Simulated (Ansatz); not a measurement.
A thermal frame of Na(110) slab, cut from bcc Na, cell Na32, with vacuum along z, from MD with PBE at 280 K. Method: r2SCAN (plane waves, PAW; Ansatz, a quantum-chemistry and plane-wave program).

```yaml
plane_wave_cutoff: 500 eV
k-points: 2x2x1 mesh shifted by half a step in the plane
Fermi-Dirac width: 0.086 eV
spin: not polarised; no spin-orbit coupling
```

A check of the k-sampling: on the last frame of the same run a denser mesh moved the PBE forces by 0.016 eV/Å rms and the free energy by -2 meV/atom.

```xyz
32
Lattice="12.1189 0.0000 0.0000 0.0000 8.5693 0.0000 0.0000 0.0000 21.0892" Properties=species:S:1:pos:R:3:forces:R:3 pbc="T T T"
Na    6.4368    4.3977    4.8816   0.008  -0.169   0.154
Na    3.4494    2.0729    5.7189   0.056  -0.073  -0.091
Na    3.3403    4.6451    8.0244  -0.187  -0.099   0.279
Na    6.0443    2.3498    8.6591   0.100  -0.046  -0.070
Na    6.0738    4.9548   11.9210   0.022  -0.101  -0.070
Na    3.1438    2.5884   10.9828   0.109   0.034   0.241
Na    3.7361    4.4594   15.1537  -0.117  -0.004  -0.121
Na    6.9645    2.9242   14.6348   0.047  -0.123   0.113
Na    6.2882    8.3596    5.2120   0.043  -0.019   0.041
Na    3.5008    6.0347    5.2619  -0.177   0.248  -0.197
Na    2.8938    8.6277    8.6144   0.030  -0.061  -0.100
Na    5.8587    6.6998    8.5318   0.254   0.099   0.005
Na    6.3799    9.1285   12.0277   0.010  -0.082  -0.078
Na    3.1583    6.6309   11.3634   0.038  -0.072   0.075
Na    3.3848    9.0033   14.0921   0.336   0.042   0.190
Na    6.8517    6.3453   15.5887  -0.069   0.118  -0.080
Na   12.5505    3.8600    5.9073  -0.104   0.082  -0.032
Na    9.1339    1.7070    6.1512   0.033   0.124   0.075
Na    8.9701    4.7007    9.0164   0.007  -0.151  -0.008
Na   12.4777    2.4023    9.0024  -0.289  -0.030   0.129
Na   12.6937    4.2038   13.0811   0.182   0.265  -0.137
Na    9.8924    2.6709   12.4982  -0.201  -0.080  -0.221
Na   10.3902    4.6316   15.8157  -0.210   0.033  -0.039
Na   12.6889    2.0065   15.6062   0.037   0.028   0.165
Na   12.3159    8.5060    6.1528   0.017  -0.131   0.026
Na    9.5500    5.8021    5.4043  -0.007   0.152   0.147
Na    9.1764    8.4173    9.5765   0.035   0.168  -0.107
Na   12.0970    6.2680    9.6476   0.060  -0.022  -0.064
Na   12.6867    8.6379   12.6555  -0.310  -0.014  -0.274
Na    9.0734    6.5369   12.5432   0.135  -0.235  -0.161
Na    9.6516    8.5141   14.8553   0.048   0.218   0.251
Na   12.9891    7.0130   15.9752   0.065  -0.100  -0.039
```

```yaml
free energy on this k-sampling (the code's own zero, frozen cores included): -47631.1 eV
rms_force_component: 0.135 eV/Å
largest_force: 0.41 eV/Å on atom 29
```
